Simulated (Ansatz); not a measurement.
System: cubic perovskite BaHfO₃. Method: r²SCAN (plane waves, PAW; Ansatz, a quantum-chemistry and plane-wave program).

Settings: plane-wave cutoff 560 eV, 8×8×8 k mesh, Fermi–Dirac smearing 0.01 eV, scalar-relativistic PAW data made under PBE.

Pressure at four volumes; x = ln(V/14.576 Å³). One pressure is withheld.

```
V (Å³/atom)        x  P (GPa)
-----------  -------  -------
13.702       -0.0618        ?
13.993       -0.0408     7.63
14.576        0.0000     0.00
15.451        0.0583    -8.77
```

Problem. Pass a parabola P(x) through the three rows shown, estimate the bulk modulus and its pressure derivative near zero pressure, and predict the withheld pressure.

Solution. Slopes between the rows: (0.00 − (7.63))/(0.0000 − (-0.0408)) = -187.01 and (-8.77 − (0.00))/(0.0583 − (0.0000)) = -150.43 GPa. Their difference over the span 0.0991 is c = 36.58/0.0991 = 369.1 GPa, so P(x) = 7.63 + (-187.01)(x − (-0.0408)) + 369.1 (x − (-0.0408))(x − (0.0000)). At the middle row B = −dP/dx = −[-187.01 + 369.1 × 0.0408] = 172.0 GPa, and B′ = dB/dP = 2c/B = 4.3. At x = -0.0618 the parabola gives 12.04 GPa; the run gives 12.10 GPa. The Birch–Murnaghan fit to the energies at all volumes has B0 = 171 GPa and B′ = 4.3.

Note: the relaxation could not lower the start's symmetry, so the cell can be a saddle point above a distorted one.

Spin–orbit coupling is not included.
